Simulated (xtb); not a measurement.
xtb 6.7.1, GFN1-xTB: O=C(c1ccc2c(c1)oc1ccccc12)c1cc2sccc2s1, 33 atoms. The geometry is a generated start, not checked to be a minimum at this level.

run flags: --grad
method: GFN1-xTB
--acc: 1 (default)
--etemp (K): 300 (default)
basis functions: 124
valence electrons: 110

One run each on 1 thread. Values of broydamp tried: 0.02, 0.05, 0.1, 0.2, 0.4 (default), 0.6, 0.8, 1.

**Question.** Predict the course of the SCC iterations along this series.

**Answer.** Fewest SCC iterations: 0.4 (default) with 11. The count rises to 19 at 0.02. All converge to one solution.

```json
[
 {"broydamp": "0.02", "SCC iterations": "19", "end": "same solution"},
 {"broydamp": "0.05", "SCC iterations": "17", "end": "same solution"},
 {"broydamp": "0.1", "SCC iterations": "15", "end": "same solution"},
 {"broydamp": "0.2", "SCC iterations": "13", "end": "same solution"},
 {"broydamp": "0.4 (default)", "SCC iterations": "11", "end": "same solution"},
 {"broydamp": "0.6", "SCC iterations": "13", "end": "same solution"},
 {"broydamp": "0.8", "SCC iterations": "13", "end": "same solution"},
 {"broydamp": "1", "SCC iterations": "15", "end": "same solution"}
]
```
